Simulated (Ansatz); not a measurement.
System: CdSe (model structure, started from the BeO type, P4₂/mnm, No. 136, 8 atoms in the cell). Method: PBEsol (Ansatz, a first-principles code, plane waves, PAW).

Run with plane-wave cutoff 520 eV, 6×6×8 k mesh (along the axes of the cell as run), Fermi–Dirac smearing 0.01 eV, scalar-relativistic PAW data made under PBE.

Cell (relaxed at this level):

CdSe is taken in the tetragonal space group P4₂/mnm (No. 136), Pearson symbol tP8. Lattice parameters: a = 7.402 Å, b = 7.402 Å, c = 4.323 Å, α = 90.00°, β = 90.00°, γ = 90.00°. Cd on 4g is coordinated by 4 Se at 2.609–2.668 Å. Se on 4f is surrounded by 4 Cd at 2.609–2.668 Å. (Neighbours: up to the widest gap in distance over summed covalent radii, below 1.35, at either atom; cation-cation and far metal-metal contacts left out.)

Question: Predict the band gap.

Answer: 
- band gap = 0.66 eV

Note: the relaxation could raise the start's symmetry but not lower it, so the cell can be a saddle point.

Spin–orbit coupling is not included.

Static lattice: no zero-point or thermal effects.

A model structure was made by putting elements into a prototype or built by hand; it is no filed structure, need not be a known phase, and can be a saddle point held by its symmetry.
